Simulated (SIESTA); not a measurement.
# A self-consistent single point of K2WO4 (C2/m, 14 atoms in the cell) with SIESTA

Level of theory: LDA PW92, numerical atomic orbitals DZP, PseudoDojo LDA standard norm-conserving potentials (rewritten from UPF to PSML) run with SIESTA 5.4.2.

Input:

```
# files in the folder: O.psml W.psml K.psml (PseudoDojo LDA standard)
SystemName  K2WO4
SystemLabel k2wo4

NumberOfAtoms                14
NumberOfSpecies              3
%block ChemicalSpeciesLabel
  1 8 O
  2 74 W
  3 19 K
%endblock ChemicalSpeciesLabel
LatticeConstant              1.0 Ang
%block LatticeVectors
     6.266862000   -3.087909000    0.000000000
     6.266862000    3.087909000    0.000000000
    -3.347729000    0.000000000    6.876042000
%endblock LatticeVectors
AtomicCoordinatesFormat      ScaledCartesian
%block AtomicCoordinatesAndAtomicSpecies
     2.949237431    0.000000000    2.592267834  1
     6.236757569    0.000000000    4.283774166  1
     1.438060214   -0.000000000    1.564299555  2
     7.747934786   -0.000000000    5.311742445  2
    -0.122220063    0.000000000    2.413490742  1
     9.308215063    0.000000000    4.462551258  1
     7.786385138   -1.611888498    0.508827108  1
     1.399609862   -1.611888498    6.367214892  1
     1.399609862    1.611888498    6.367214892  1
     7.786385138    1.611888498    0.508827108  1
     9.736468693   -0.000000000    1.780894878  3
    -0.550473693   -0.000000000    5.095147122  3
     5.605482925    0.000000000    1.615869870  3
     3.580512075   -0.000000000    5.260172130  3
%endblock AtomicCoordinatesAndAtomicSpecies

XC.functional                LDA
XC.authors                   PW92
PAO.BasisSize                DZP
PAO.EnergyShift              0.01 Ry
MeshCutoff                   300 Ry
%block kgrid.MonkhorstPack
    5   0   0  0.0
    0   5   0  0.0
    0   0   4  0.0
%endblock kgrid.MonkhorstPack
OccupationFunction           FD
ElectronicTemperature        0.1 eV

MaxSCFIterations             150
SCF.Mixer.Method             Pulay
SCF.Mixer.Weight             0.2
SCF.Mixer.History            8
SCF.DM.Tolerance             1.0E-05
Diag.ParallelOverK           true
WriteForces                  true
```

Output (repeated stretches shortened):

```
reinit: Reading from file input.fdf

reinit: System Name: K2WO4
reinit: System Label: k2wo4

coor:   Atomic-coordinates input format  =     Cartesian coordinates
coor:                                          (in units of alat)

siesta: Atomic coordinates (Bohr) and species
siesta:      5.57325   0.00000   4.89868  1        1
siesta:     11.78576   0.00000   8.09516  1        2
siesta:      2.71754  -0.00000   2.95610  2        3
siesta:     14.64147  -0.00000  10.03774  2        4
siesta:     -0.23096   0.00000   4.56084  1        5
siesta:     17.58998   0.00000   8.43300  1        6
siesta:     14.71414  -3.04603   0.96154  1        7
siesta:      2.64488  -3.04603  12.03229  1        8
siesta:      2.64488   3.04603  12.03229  1        9
siesta:     14.71414   3.04603   0.96154  1       10
siesta:     18.39926  -0.00000   3.36540  3       11
siesta:     -1.04024  -0.00000   9.62843  3       12
siesta:     10.59283   0.00000   3.05355  3       13
siesta:      6.76619  -0.00000   9.94028  3       14

siesta: System type = bulk

initatomlists: Number of atoms, orbitals, and projectors:     14   178   240

siesta: ******************** Simulation parameters ****************************
redata: Spin configuration                          = none
redata: Time-Reversal Symmetry                      = T
redata: Number of Atomic Species                    =        3
redata: Mesh Cutoff                                 =   300.0000 Ry
redata: Net charge of the system                    =     0.0000 |e|
redata: Min. number of SCF Iter                     =        0
redata: Max. number of SCF Iter                     =      150
redata: SCF convergence failure will abort job
redata: SCF mix quantity                            = Hamiltonian
redata: Mix DM or H after convergence               =   F
redata: Recompute H after scf cycle                 =   F
redata: Mix DM in first SCF step                    =   T
   [... lines left out ...]
diag: Parallel distribution                         =     1 x     1
diag: Used triangular part                          = Lower
diag: Absolute tolerance                            =  0.100E-15
diag: Orthogonalization factor                      =  0.100E-05
diag: Memory factor                                 =  1.0000

superc: Internal auxiliary supercell:     5 x     5 x     5  =     125
superc: Number of atoms, orbitals, and projectors:   1750  22250  30000

                        Single-point calculation

superc: Internal auxiliary supercell:     5 x     5 x     5  =     125
superc: Number of atoms, orbitals, and projectors:   1750  22250  30000

outcell: Unit cell vectors (Ang):
        6.266862   -3.087909    0.000000
        6.266862    3.087909    0.000000
       -3.347729    0.000000    6.876042

outcell: Cell vector modules (Ang)   :    6.986325    6.986325    7.647695
outcell: Cell angles (23,13,12) (deg):    113.1204    113.1204     52.4623
outcell: Cell volume (Ang**3)        :    266.1234
new_DM -- step:     1
Initializing Density Matrix...

Attempting to read DM from file... Failed...
DM filled with atomic data:

InitMesh: MESH = 60 x 60 x 72 = 259200
InitMesh: Mesh cutoff (required, used) =   300.000   303.033 Ry

stepf: Fermi-Dirac step function
        iscf     Eharris(eV)        E_KS(eV)     FreeEng(eV)     dDmax    Ef(eV) dHmax(eV)
   scf:    1   -10849.565170   -10938.032014   -10938.032014  1.705817 -5.883494 22.166322
   scf:    2   -11004.929294   -10980.880117   -10980.880117  0.205807 -5.215109  7.086112
   scf:    3   -10983.562089   -10984.284458   -10984.284458  0.087832 -5.023143  1.455964
   scf:    4   -10984.447716   -10984.532346   -10984.532346  0.029997 -5.055248  1.096927
   scf:    5   -10984.546962   -10984.607867   -10984.607867  0.046649 -5.019401  0.615923
   scf:    6   -10984.627251   -10984.618343   -10984.618343  0.014890 -5.001885  0.661954
   scf:    7   -10984.666454   -10984.647924   -10984.647924  0.004213 -4.981661  0.234913
   scf:    8   -10984.639016   -10984.649201   -10984.649201  0.004297 -4.970483  0.201950
   scf:    9   -10984.653427   -10984.652228   -10984.652228  0.002179 -4.970531  0.025829
   scf:   10   -10984.652240   -10984.652271   -10984.652271  0.000539 -4.962336  0.009499
   scf:   11   -10984.652282   -10984.652278   -10984.652278  0.000081 -4.961138  0.003744
   scf:   12   -10984.652279   -10984.652279   -10984.652279  0.000047 -4.960368  0.000183
   scf:   13   -10984.652279   -10984.652279   -10984.652279  0.000007 -4.960380  0.000082
SCF Convergence by DM+H criterion
max |DM_out - DM_in|         :     0.0000070150
max |H_out - H_in|      (eV) :     0.0000816627
SCF cycle converged after 13 iterations

Using DM_out to compute the final energy and forces

siesta: E_KS(eV) =           -10984.6523

siesta: E_KS - E_eggbox =    -10984.6523

siesta: Atomic forces (eV/Ang):
     1   -0.987827   -0.000000   -0.204006
     2    0.987827   -0.000000    0.204006
     3    1.646195    0.000000   -1.866551
     4   -1.646195    0.000000    1.866551
     5   -0.504518   -0.000000    0.773825
     6    0.504518    0.000000   -0.773825
     7   -0.056395   -0.851874    0.693045
     8    0.056395   -0.851874   -0.693045
     9    0.056395    0.851874   -0.693045
    10   -0.056395    0.851874    0.693045
    11   -0.122825    0.000000   -0.259306
    12    0.122825    0.000000    0.259306
    13    0.082077   -0.000000   -0.073818
    14   -0.082077   -0.000000    0.073818
   Tot   -0.000000   -0.000000    0.000000
   Max    1.866551
   Res    0.709715    sqrt( Sum f_i^2 / 3N )
   Max    1.866551    constrained

Stress tensor Voigt[x,y,z,yz,xz,xy] (kbar):       43.31       69.25       48.73        0.00       14.90        0.00
(Free)E + p*V (eV/cell)   -10993.5823
Target enthalpy (eV/cell)   -10984.6523

siesta: Program's energy decomposition (eV):
siesta: Ebs     =     -2385.348532
siesta: Eions   =     19046.582270
siesta: Ena     =      5197.990927
siesta: Ekin    =      4609.809089
siesta: Enl     =       577.845189
siesta: Eso     =         0.000000
siesta: Edftu   =         0.000000
siesta: DEna    =       127.906581
siesta: DUscf   =         7.378770
siesta: DUext   =         0.000000
siesta: Ex      =     -2218.477562
siesta: Ec      =      -240.523003
siesta: Exc     =     -2459.000565
siesta: Eharris =    -10984.652279
siesta: Etot    =    -10984.652279
siesta: FreeEng =    -10984.652279

siesta: Atomic forces (eV/Ang):
siesta:      1   -0.987827   -0.000000   -0.204006
siesta:      2    0.987827   -0.000000    0.204006
siesta:      3    1.646195    0.000000   -1.866551
siesta:      4   -1.646195    0.000000    1.866551
siesta:      5   -0.504518   -0.000000    0.773825
siesta:      6    0.504518    0.000000   -0.773825
siesta:      7   -0.056395   -0.851874    0.693045
siesta:      8    0.056395   -0.851874   -0.693045
siesta:      9    0.056395    0.851874   -0.693045
siesta:     10   -0.056395    0.851874    0.693045
siesta:     11   -0.122825    0.000000   -0.259306
siesta:     12    0.122825    0.000000    0.259306
siesta:     13    0.082077   -0.000000   -0.073818
siesta:     14   -0.082077   -0.000000    0.073818
siesta: ----------------------------------------
siesta:    Tot   -0.000000   -0.000000    0.000000

siesta: Stress tensor (static) (eV/Ang**3):
siesta:     0.027029    0.000000    0.009300
siesta:     0.000000    0.043221    0.000000
siesta:     0.009300    0.000000    0.030417

siesta: Cell volume =        266.123448 Ang**3

siesta: Pressure (static):
siesta:                Solid            Molecule  Units
siesta:          -0.00036547         -0.00036622  Ry/Bohr**3
siesta:          -0.03355590         -0.03362518  eV/Ang**3
siesta:         -53.76247928        -53.87348292  kBar
```

The run converged in 13 iterations.

The starting cell comes from a database of published, mostly measured structures (it also holds non-ambient and calculated ones), without a prior relaxation at this level. Its lattice was rescaled by a random factor within 2.5 % of one. Values carry the incompleteness of an atom-centred basis. With a pressure of about -5 GPa the cell is away from its equilibrium volume at this level. Forces in this geometry exceed 1 eV/Å.

Cost on one core of a shared machine: roughly 2 min.
